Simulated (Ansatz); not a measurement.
# Point defects in GaN

Consider a 16-atom supercell of GaN in the zinc blende structure (space group F-43m, No. 216; a = 4.498 Å) at its relaxed geometry.

One neutral defect a cell, atoms relaxed at fixed cell.

Computed with plane-wave PAW DFT at the r2SCAN level (Ansatz, a quantum-chemistry and plane-wave program, 500 eV), no spin-orbit coupling, earlier PAW set.

```json
[
 {"case": "perfect supercell", "pressure": "0.0 GPa", "largest displacement of a host atom from its site in the perfect cell": "–"},
 {"case": "As on a N site, symmetric start", "pressure": "21.2 GPa", "largest displacement of a host atom from its site in the perfect cell": "0.20 Å"},
 {"case": "Bi on a N site, symmetric start", "pressure": "33.9 GPa", "largest displacement of a host atom from its site in the perfect cell": "0.36 Å"},
 {"case": "N vacancy, symmetric start", "pressure": "-1.0 GPa", "largest displacement of a host atom from its site in the perfect cell": "0.04 Å"},
 {"case": "Ga interstitial (started 1.95 Å from the nearest host atom), symmetric start", "pressure": "27.0 GPa", "largest displacement of a host atom from its site in the perfect cell": "0.12 Å"},
 {"case": "Ga vacancy", "pressure": "(withheld)", "largest displacement of a host atom from its site in the perfect cell": "(withheld)"}
]
```

Complete the table.


- Ga vacancy, pressure: 2.5 GPa
- Ga vacancy, largest displacement of a host atom from its site in the perfect cell: 0.17 Å

Other magnetic orders, which the real material may have, were not ruled out. In so small a cell the defect repeats every few ångströms: this is an ordered compound, not a dilute defect. The mesh was chosen for an insulator and is coarse for the gapless case. Defects with a symmetric start kept the site's symmetry and may sit on a saddle; the others started slightly shaken. Seeded moments were not kept for As on a N site, Bi on a N site, N vacancy and Ga interstitial (started 1.95 Å from the nearest host atom). This is not the structure that GaN has at room temperature and ambient pressure.
